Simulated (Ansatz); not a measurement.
WGe2 (model structure, started from the C54 type, Fddd, No. 70, 6 atoms in the cell) was calculated with LDA (Ansatz, a program for electronic structure, PAW).

Numerical settings: plane-wave cutoff 520 eV, 14×14×14 k mesh, Fermi–Dirac smearing 0.05 eV, no spin polarisation, scalar-relativistic PAW data made under PBE.

Cell (relaxed at this level):

```
WGe2
1.0
    0.00000     4.10233     4.52887
    2.36818     0.00000     4.52887
    2.36818     4.10233     0.00000
Ge W
4 2
Direct
  0.66477   0.33523   0.66477
  0.33523   0.66477   0.33523
  0.58523   0.91477   0.58523
  0.91477   0.58523   0.91477
  0.00000   0.00000   0.00000
  0.25000   0.25000   0.25000
```

### Question
What does this level give for the bulk modulus?

### Answer

- bulk modulus = 195 GPa

Note: the run has no spin polarisation, so it can have missed a magnetic state; the bulk modulus is −V dP/dV from two relaxed cells at ±2 % in volume; the relaxation could raise the start's symmetry but not lower it, so the cell can be a saddle point.

Spin–orbit coupling is not included; it can open a gap where bands touch, and shift volumes and moduli.

Computed values are for the static lattice.

A model structure was made by putting elements into a prototype or built by hand; it is no filed structure, need not be a known phase, and can be a saddle point held by its symmetry.
